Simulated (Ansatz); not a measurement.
## How far PBE and r2SCAN part for hypothetical Fm-3m WSe2, pressure 18 GPa

Take WSe₂ (space group Fm-3m, No. 225; a = 6.2658 Å; ferromagnetic; a hypothetical phase, not in the database extracts checked) as the base.

(Cell as relaxed with PBE.)

Levels (all Ansatz, a first-principles code, PAW): PBE (420 eV, no spin-orbit coupling); r2SCAN (500 eV, no SOC).

Each level relaxes its own structure.

| base | PBE | r2SCAN |
|---|---|---|
| volume per atom | 20.50 Å³ | 20.46 Å³ |
| lattice parameter a | 6.266 Å | 6.262 Å |
| band gap | zero | zero |
| largest site moment | 1.29 μB | 1.43 μB |

It is then changed as follows: a hydrostatic pressure of 18 GPa.

```
quantity                 PBE  r2SCAN
-------------------  -------  ------
lattice parameter a  5.996 Å     [?]
largest site moment  0.84 μB     [?]
band gap                zero     [?]
```

Task: Given the PBE results, estimate those of r2SCAN.

Result: 
- lattice parameter a, r2SCAN: 6.019 Å
- largest site moment, r2SCAN: 1.22 μB
- band gap, r2SCAN: zero

PBE's lattice parameter a lies 0.023 Å below r2SCAN's (0.4 %); PBE's largest site moment lies 0.372 μB below r2SCAN's; the two agree on the band gap. Neither level is exact; r2SCAN is the comparison here, not a measurement.

Other magnetic orders, which the real material may have, were not ruled out. Load acts through the strain it causes; cell and atoms are relaxed under it. Whether these cells are dynamically stable was not tested. Competing high-pressure phases were not computed. Starting moments died away, wholly or in part, for pressure 18 GPa; another magnetic solution may exist.
